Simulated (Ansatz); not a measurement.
A self-consistent single point of BaAl2 (R3m, 6 atoms in the cell) with Ansatz (an electronic-structure program).

Method of the run: PBEsol, default PAW files made with PBE (plane waves; Ansatz).

The change in words: lattice scaled by 0.98; basis.ecutwfc: 30.9 Ry → 12.5 Ry. Reference geometry:
```yaml
crystal:
  lattice:
    - [0.00000, 4.24374, 4.24374]
    - [4.24374, 0.00000, 4.24374]
    - [4.24374, 4.24374, 0.00000]
  atoms:
    - { symbol: Ba, position: [0.50340, 0.50340, 0.50340] }
    - { symbol: Ba, position: [0.75000, 0.75000, 0.75000] }
    - { symbol: Al, position: [0.12500, 0.12500, 0.12500] }
    - { symbol: Al, position: [0.62500, 0.12500, 0.12500] }
    - { symbol: Al, position: [0.12500, 0.12500, 0.62500] }
    - { symbol: Al, position: [0.12500, 0.62500, 0.12500] }
```

Reference input (self-consistent single point, DFT, PBEsol, plane waves, default PAW files made with PBE): basis.ecutwfc = 30.9 Ry; kpoints.mp_grid.grid = 6 6 6; hamiltonian.xc = pbesol; hamiltonian.pseudopotentials = {kind: paw} (the program's default PAW files); scf.occupations.method = gaussian; scf.occupations.width = 0.0073 Ry. This run's input differs from it in these lines:

Ansatz 0.2 input:
```diff
@@ -3,14 +3,14 @@
   lattice:
-    - [0.00000000, 4.24373500, 4.24373500]
-    - [4.24373500, 0.00000000, 4.24373500]
-    - [4.24373500, 4.24373500, 0.00000000]
+    - [0.00000000, 4.15886000, 4.15886000]
+    - [4.15886000, 0.00000000, 4.15886000]
+    - [4.15886000, 4.15886000, 0.00000000]
   atoms:
-    - { symbol: Ba, position_ang: [4.27260089, 4.27260089, 4.27260089] }
-    - { symbol: Ba, position_ang: [6.36560250, 6.36560250, 6.36560250] }
-    - { symbol: Al, position_ang: [1.06093375, 1.06093375, 1.06093375] }
-    - { symbol: Al, position_ang: [1.06093375, 3.18280125, 3.18280125] }
-    - { symbol: Al, position_ang: [3.18280125, 3.18280125, 1.06093375] }
-    - { symbol: Al, position_ang: [3.18280125, 1.06093375, 3.18280125] }
+    - { symbol: Ba, position_ang: [4.18714857, 4.18714857, 4.18714857] }
+    - { symbol: Ba, position_ang: [6.23829000, 6.23829000, 6.23829000] }
+    - { symbol: Al, position_ang: [1.03971500, 1.03971500, 1.03971500] }
+    - { symbol: Al, position_ang: [1.03971500, 3.11914500, 3.11914500] }
+    - { symbol: Al, position_ang: [3.11914500, 3.11914500, 1.03971500] }
+    - { symbol: Al, position_ang: [3.11914500, 1.03971500, 3.11914500] }
 basis:
-  ecutwfc: 30.9 Ry
+  ecutwfc: 12.5 Ry
 kpoints:
```

The program printed (abridged):

```
SCF iter   1: F=—  HF=-13820.703360 eV  |F-HF|=—  |Δ(HF+E_count)|=         —  Δρ=1.08e-2  dr2=6.42e-2  ethr=1.77e-3  ⟨swp⟩=9.2  Hψ=4460  notcnv=0
all-band conjugate gradients solve this SCF's bands
preconditioner: auto → Kerker (q_TF=auto, 2.124 Å⁻¹)
SCF iter   2: F=—  HF=-13820.700728 eV  |F-HF|=—  |Δ(HF+E_count)|=   2.63e-3  Δρ=5.97e-3  dr2=2.39e-2  ethr=2.01e-4  ⟨swp⟩=1.0  Hψ=960  notcnv=0
SCF iter   3: F=—  HF=-13820.697202 eV  |F-HF|=—  |Δ(HF+E_count)|=   3.53e-3  Δρ=4.48e-4  dr2=4.86e-4  ethr=7.45e-5  ⟨swp⟩=2.1  Hψ=1107  notcnv=0
SCF iter   4: F=—  HF=-13820.697052 eV  |F-HF|=—  |Δ(HF+E_count)|=   1.50e-4  Δρ=3.88e-5  dr2=3.08e-6  ethr=1.52e-6  ⟨swp⟩=2.0  Hψ=906  notcnv=0
SCF iter   5: F=—  HF=-13820.696825 eV  |F-HF|=—  |Δ(HF+E_count)|=   2.27e-4  Δρ=1.19e-5  dr2=2.57e-7  ethr=9.63e-9  ⟨swp⟩=2.6  Hψ=1116  notcnv=0
SCF iter   6: F=-13820.696825 eV  HF=-13820.696825 eV  |F-HF|=6.60e-10  |Δ(HF+E_count)|=   1.78e-8  Δρ=1.84e-6  dr2=6.70e-9  ethr=3.13e-10  ⟨swp⟩=7.4  Hψ=2755  notcnv=0
SCF 1 converged in 6 iterations: F = -13820.696825 eV  dr2 = 6.70e-9
Free energy (F): -13820.696825 eV
Internal energy: -13820.676266 eV  (E = F + TS)
E sigma→0 (E₀):  -13820.686545 eV
Entropy (-TS):   -0.020560 eV (-3.427 meV/atom)
Fermi energy:    8.797480 eV
--- Forces (eV/Å), atoms counted from 1 ---
  atom   1  Ba    -0.12571600    -0.12571600    -0.12571600
  atom   2  Ba     0.01496471     0.01496471     0.01496471
  atom   3  Al     0.01001355     0.01001355     0.01001355
  atom   4  Al     0.04465433     0.02804135     0.02804135
  atom   5  Al     0.02804135     0.02804135     0.04465433
  atom   6  Al     0.02804135     0.04465433     0.02804135
--- Stress (GPa, compression-positive) ---
        3.113981      -0.084523      -0.084523
       -0.084523       3.113981      -0.084523
       -0.084523      -0.084523       3.113981
  P = ⅓ Tr σ = 3.1140 GPa (31.140 kbar)
  The stress holds the Pulay correction. Without it, at fixed plane waves, as pw.x and ABINIT print it: P = -8.1135 GPa
```

The run converged in 6 iterations. Against the reference run the free energy rises by 700 meV/atom, the pressure goes from -1.53 to 3.11 GPa and the largest force goes from 0.198 to 0.218 eV/Å.

The starting cell comes from a database of computed structures (which also holds hypothetical and non-ambient phases and stackings), without a prior relaxation at this level. Its lattice was rescaled by up to half a per cent. One atom was moved a little off its site on purpose. For this run, on top of that: lattice scaled by 0.98. Ansatz's pressure includes its estimate of the finite-basis (Pulay) stress. Without the estimate this run gives -8.11 GPa. The cutoff lies below the one recommended for these files.
